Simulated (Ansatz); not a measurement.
Total g(r) from a molecular-dynamics run [in the run: Γ point only, which a denser mesh shifts by -0.3 GPa in pressure and 0.11 eV/Å in forces]. Calculation: PBE (plane waves, PAW; Ansatz, a first-principles code).

(r (Å), g(r)): (1.02, 0.00); (1.14, 0.00); (1.26, 0.00); (1.38, 0.00); (1.50, 0.00); (1.62, 0.00); (1.74, 0.00); (1.86, 0.00); (1.98, 0.01); (2.10, 0.17); (2.22, 1.51); (2.34, 3.54); (2.46, 2.77); (2.58, 1.17); (2.70, 0.34); (2.82, 0.10); (2.94, 0.03); (3.06, 0.02); (3.18, 0.05); (3.30, 0.16); (3.42, 0.41); (3.54, 0.84); (3.66, 1.40); (3.78, 1.92); (3.90, 2.15); (4.02, 2.10); (4.14, 1.76); (4.26, 1.48); (4.38, 1.39); (4.50, 1.40); (4.62, 1.29); (4.74, 1.10); (4.86, 0.80); (4.98, 0.55); (5.10, 0.45); (5.22, 0.41); (5.34, 0.46); (5.46, 0.53)

### Question
Which system gave this curve?
A) Si15B, liquid, 1459 K (no melting point cited, so perhaps supercooled)
B) Si (diamond structure), crystal, 1608 K
C) AlN (zinc blende; a metastable form), crystal, 313 K, 2.0 GPa
D) SiC (zinc blende; 3C polytype), crystal, 306 K, 9.9 GPa

### Answer
B, Si (diamond structure), crystal, 1608 K
